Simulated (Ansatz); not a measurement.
Consider the following.

End structure of the (100) surface of rock-salt TaC, Zr on all Ta sites of the second plane (bottom of the slab: a bare face, its two planes held):

```
CELL_PARAMETERS angstrom
      3.16473     0.00000     0.00000
      0.00000     3.16473     0.00000
      0.00000     0.00000    27.50000
ATOMIC_POSITIONS crystal
  C  0.00000 0.00000 0.29547
  Ta 0.50000 0.50000 0.29547
  C  0.50000 0.50000 0.37685
  Ta 0.00000 0.00000 0.37685
  C  0.00000 0.00000 0.45854
  Ta 0.50000 0.50000 0.45782
  C  0.50000 0.50000 0.53812
  Ta 0.00000 0.00000 0.54096
  C  0.00000 0.00000 0.62496
  Zr 0.50000 0.50000 0.62152
  C  0.50000 0.50000 0.70910
  Ta 0.00000 0.00000 0.70132
```

Model: 12-atom slab, 11.2 Å thick at the start, 12x12x1 mesh, Fermi-Dirac 0.1 eV, dipole correction, 4 atoms held, the rest relaxed; symmetry of the start imposed; no spin, no spin-orbit, no U. In PBE it is, or lies within 0.01 eV a 1x1 cell of, the lowest of the 2 structures of its composition computed so far; larger cells were not tried.

### Question
Predict the work function of the top face from PBE (Ansatz, a program for electronic structure).

### Answer
3.66 eV
